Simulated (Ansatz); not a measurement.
## A computed series for ZnO: element substitutions

Start from ZnO (space group P4_2/mnm, No. 136; a cell from a computed database, its experimental status unchecked).

```
CELL_PARAMETERS angstrom
      5.51565     0.00000     0.00000
      0.00000     5.51565     0.00000
      0.00000     0.00000     3.24011
ATOMIC_POSITIONS crystal
  Zn 0.18196 0.18196 0.50000
  Zn 0.81804 0.81804 0.50000
  Zn 0.31804 0.68196 0.00000
  Zn 0.68196 0.31804 0.00000
  O  0.81809 0.18191 0.50000
  O  0.18191 0.81809 0.50000
  O  0.31809 0.31809 0.00000
  O  0.68191 0.68191 0.00000
```

Each row replaces one element on all its sites; cell and atoms are relaxed.

Levels (all Ansatz, a first-principles code, PAW): PBEsol (420 eV, no SOC); HSE06 (420 eV, spin-orbit coupling left out).

Band gaps by level, all at the geometries relaxed with PBEsol:

```csv
case,PBEsol,HSE06
base,0.70 eV,2.53 eV
O → S,2.24 eV,3.60 eV
Zn → Cd,zero,1.10 eV
```

Single points use the geometry relaxed with PBEsol. The hybrid gap comes from the SCF mesh plus the semilocal run's edge points and a few special points and is an upper bound. Whether these cells are dynamically stable was not tested. As relaxed here, ZnS and CdO are hypothetical phases, not in the database extracts checked. The final runs are not spin-polarised. Gaps under 0.05 eV, about the width of the smearing, are given as zero. This is not the structure that ZnO has at room temperature and ambient pressure. A zero or small gap of CdO can be the functional's error rather than a property of the material.
